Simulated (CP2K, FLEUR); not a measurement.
A CP2K input for a self-consistent single point of Al₂Cu (I4/mcm, 6 atoms in the cell) (DFT PBE, GPW, DZVP-MOLOPT-SR-GTH basis, GTH-PBE potentials (GTH_POTENTIALS)):

```
&GLOBAL
  PROJECT bulk
  RUN_TYPE ENERGY_FORCE
  PRINT_LEVEL LOW
&END GLOBAL
&FORCE_EVAL
  METHOD Quickstep
  STRESS_TENSOR ANALYTICAL
  &DFT
    BASIS_SET_FILE_NAME BASIS_MOLOPT
    POTENTIAL_FILE_NAME GTH_POTENTIALS
    &QS
      METHOD GPW
      EPS_DEFAULT 1E-10
    &END QS
    &MGRID
      CUTOFF 600
      REL_CUTOFF 50
      NGRIDS 5
    &END MGRID
    &SCF
      SCF_GUESS ATOMIC
      EPS_SCF 1E-6
      MAX_SCF 100
      ADDED_MOS 7
      &DIAGONALIZATION
        ALGORITHM STANDARD
      &END DIAGONALIZATION
      &MIXING
        METHOD BROYDEN_MIXING
        ALPHA 0.2
        NBUFFER 10
        BETA 1.5
      &END MIXING
      &SMEAR ON
        METHOD GAUSSIAN
        SIGMA [eV] 0.2
      &END SMEAR
    &END SCF
    &KPOINTS
      SCHEME MONKHORST-PACK 7 7 7
    &END KPOINTS
    &XC
      &XC_FUNCTIONAL PBE
      &END XC_FUNCTIONAL
    &END XC
    &PRINT
      &MO
        EIGENVALUES T
        OCCUPATION_NUMBERS T
        NDIGITS 8
        FILENAME mo
        &EACH
          QS_SCF 0
        &END EACH
        ADD_LAST NUMERIC
      &END MO
      &MULLIKEN OFF
      &END MULLIKEN
    &END PRINT
  &END DFT
  &SUBSYS
    &CELL
      ABC 4.76382700 4.76382716 4.76382771
      ALPHA_BETA_GAMMA 103.97194001 103.97194795 121.13836078
      PERIODIC XYZ
    &END CELL
    &COORD
      SCALED
      Al       0.84139000     0.65861000     0.50000000
      Al       0.15861000     0.34139000     0.50000000
      Al       0.65861000     0.15861000     0.81722000
      Al       0.34139000     0.84139000     0.18278000
      Cu       0.25000000     0.25000000     0.00000000
      Cu       0.75000000     0.75000000     0.00000000
    &END COORD
    &KIND Al
      BASIS_SET DZVP-MOLOPT-SR-GTH
      POTENTIAL GTH-PBE-q3
    &END KIND
    &KIND Cu
      BASIS_SET DZVP-MOLOPT-SR-GTH
      POTENTIAL GTH-PBE-q11
    &END KIND
  &END SUBSYS
  &PRINT
    &FORCES ON
    &END FORCES
    &STRESS_TENSOR ON
    &END STRESS_TENSOR
  &END PRINT
&END FORCE_EVAL
```

Problem. Translate this input to FLEUR.

Solution. This is the input that was run; spellings and numerical settings could be chosen otherwise.

Input of the input generator:

```
Al2Cu crystal
&input film=f /
-0.6158543791 0.6158543791 0.4913723307
0.6158543791 -0.6158543791 0.4913723307
0.6158543791 0.6158543791 -0.4913723307
9.0023291961
1.0 1.0 1.0

6
13 0.8413900000 0.6586100000 0.5000000000
13 0.1586100000 0.3413900000 0.5000000000
13 0.6586100000 0.1586100000 0.8172200000
13 0.3413900000 0.8413900000 0.1827800000
29 0.2500000000 0.2500000000 -0.0000000000
29 0.7500000000 0.7500000000 -0.0000000000

&comp jspins=1 /
&kpt div1=7 div2=7 div3=7 /
&end /
```

```xml
<?xml version="1.0" encoding="UTF-8" standalone="no"?>
<fleurInput fleurInputVersion="0.39">
   <comment>
      Al2Cu crystal                                                                                       
   </comment>
   <calculationSetup>
      <cutoffs Kmax="4.4" Gmax="17.6" GmaxXC="17.6" numbands="0"/>
      <scfLoop itmax="80" minDistance="0.00001" maxIterBroyd="15" imix="Anderson" alpha="0.05" precondParam="0.0" spinf="2.0"/>
      <coreElectrons ctail="T" frcor="F" kcrel="0" coretail_lmax="0"/>
      <xcFunctional name="pbe" relativisticCorrections="F"/>
      <magnetism jspins="1"/>
      <soc l_soc="F" theta="0.0" phi="0.0" spav="F"/>
      <expertModes spex="0" secvar="F"/>
      <geometryOptimization l_f="T" forcealpha="1.0" forcemix="BFGS" epsdisp="0.00001" epsforce="0.00001"/>
      <ldaU l_linMix="F" mixParam="0.05" spinf="1.0"/>
   </calculationSetup>
   <cell>
      <bzIntegration valenceElectrons="34.0" mode="gauss" fermiSmearingEnergy="0.00734986">
         <kPointListSelection listName="default-1"/>
         <!-- k-points included here -->
         <xi:include xmlns:xi="http://www.w3.org/2001/XInclude" href="kpts.xml"> </xi:include>
      </bzIntegration>
      <!-- symmetry operations included here -->
      <xi:include xmlns:xi="http://www.w3.org/2001/XInclude" href="sym.xml"> </xi:include>
      <bulkLattice scale="1.0">
         <bravaisMatrix>
            <row-1>   -5.5441238575179668     5.5441238575179668     4.4234954788163146</row-1>
            <row-2>    5.5441238575179668    -5.5441238575179668     4.4234954788163146</row-2>
            <row-3>    5.5441238575179668     5.5441238575179668    -4.4234954788163146</row-3>
         </bravaisMatrix>
      </bulkLattice>
   </cell>
   <atomSpecies>
      <species name="Aluminum (Al)" element="Al" atomicNumber="13">
         <mtSphere radius="2.30" gridPoints="811" logIncrement="0.014"/>
         <atomicCutoffs lmax="10" lnonsphr="8"/>
         <electronConfig flipSpins="F">
            <coreConfig>(1s1/2) (2s1/2) (2p1/2) (2p3/2)</coreConfig>
            <valenceConfig>(3s1/2) (3p1/2) (3p3/2)</valenceConfig>
            <stateOccupation state="(3p1/2)" spinUp="0.1666666666667" spinDown="0.1666666666667"/>
            <stateOccupation state="(3p3/2)" spinUp="0.3333333333333" spinDown="0.3333333333333"/>
         </electronConfig>
         <energyParameters s="3" p="3" d="3" f="4"/>
      </species>
      <species name="Copper (Cu)" element="Cu" atomicNumber="29">
         <mtSphere radius="2.03" gridPoints="715" logIncrement="0.017"/>
         <atomicCutoffs lmax="8" lnonsphr="6"/>
         <electronConfig flipSpins="F">
            <coreConfig>(1s1/2) (2s1/2) (2p1/2) (2p3/2) (3s1/2) (3p1/2) (3p3/2)</coreConfig>
            <valenceConfig>(4s1/2) (3d3/2) (3d5/2)</valenceConfig>
            <stateOccupation state="(4s1/2)" spinUp="0.5" spinDown="0.5"/>
         </electronConfig>
         <energyParameters s="4" p="4" d="3" f="4"/>
         <lo type="HELO" l="2" n="4" eDeriv="0"/>
      </species>
   </atomSpecies>
   <atomGroups>
      <atomGroup species="Aluminum (Al)">
         <relPos label="                   1">-.1586100000 -.3413900000 1.000/2.000</relPos>
         <relPos label="                   2">.1586100000 .3413900000 1.000/2.000</relPos>
         <relPos label="                   3">-.3413900000 .1586100000 -.1827800000</relPos>
         <relPos label="                   4">.3413900000 -.1586100000 .1827800000</relPos>
         <force calculate="T" relaxXYZ="TTT"/>
      </atomGroup>
      <atomGroup species="Copper (Cu)">
         <relPos label="                   5">1.000/4.000 1.000/4.000 .0000000000</relPos>
         <relPos label="                   6">-1.000/4.000 -1.000/4.000 .0000000000</relPos>
         <force calculate="T" relaxXYZ="TTT"/>
      </atomGroup>
   </atomGroups>
   <output dos="F" band="F" slice="F">
      <checks vchk="F" cdinf="F"/>
      <bandDOS minEnergy="-.5*Htr" maxEnergy="0.5*Htr" sigma="0.015" storeEVData="T"/>
      <vacuumDOS vacdos="F" integ="F" star="F" nstars="0" locx1="0.0" locy1="0.0" locx2="0.0" locy2="0.0" nstm="0" tworkf="0.0"/>
      <unfoldingBand unfoldBand="F" supercellX="1" supercellY="1" supercellZ="1"/>
      <plotting iplot="0" polar="F">
         <plot TwoD="T" vec1="  1.0  0.0  0.0" vec2="  0.0  1.0  0.0" vec3="  0.0  0.0  1.0" zero="  0.0  0.0  0.0" file="plot"/>
      </plotting>
      <chargeDensitySlicing numkpt="0" minEigenval="0.0" maxEigenval="0.0" nnne="0" pallst="F"/>
      <specialOutput eonly="F"/>
      <magneticCircularDichroism mcd="F" energyLo="-10.0" energyUp="0.0"/>
   </output>
  <!-- We include the file relax.xml here to enable relaxations (see documentation) -->
  <xi:include xmlns:xi="http://www.w3.org/2001/XInclude" href="relax.xml"> <xi:fallback/> </xi:include>
</fleurInput>
```

Basis, cutoffs, solver keys and any potentials are the target program's own. This input uses DFT, PBE, all-electron FLAPW (FLEUR), scalar-relativistic valence.

The starting cell comes from a database of computed structures (which also holds hypothetical and non-ambient phases and stackings), without a prior relaxation at this level. Its lattice was rescaled by a random factor within 2.5 % of one.
